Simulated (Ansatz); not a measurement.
Candidates (primitive cells; geometry: cell and atoms relaxed with PBEsol):
A. Si (Fd-3m), a = 3.842 Å, b = 3.842 Å, c = 3.842 Å, α = 60.00°, β = 60.00°, γ = 60.00°
B. SiS2 (I-42d), a = b = c = 5.800 Å, α = β = 123.38°, γ = 84.24°
C. HfSiO4 (I4_1/amd), a = b = c = 5.528 Å, α = β = 106.93°, γ = 114.68°

Task: Order them by Seebeck coefficient, n-type 1e19 cm⁻³ (highest first) at the level PBEsol, rigid bands (Ansatz, a quantum-chemistry and plane-wave program).

Result: B (-219 μV/K), A (-309 μV/K), C (-565 μV/K)

Seebeck coefficients are for the stated density at 300 K, with one relaxation time for all states and whether or not that doping can be reached. Spin-orbit coupling is left out.

Formula and space group known from diffraction (Crystallography Open Database), not checked to be the room-temperature form: HfSiO4 (I4_1/amd), SiS2 (I-42d). The missing spin-orbit coupling matters most for HfSiO4 (I4_1/amd).
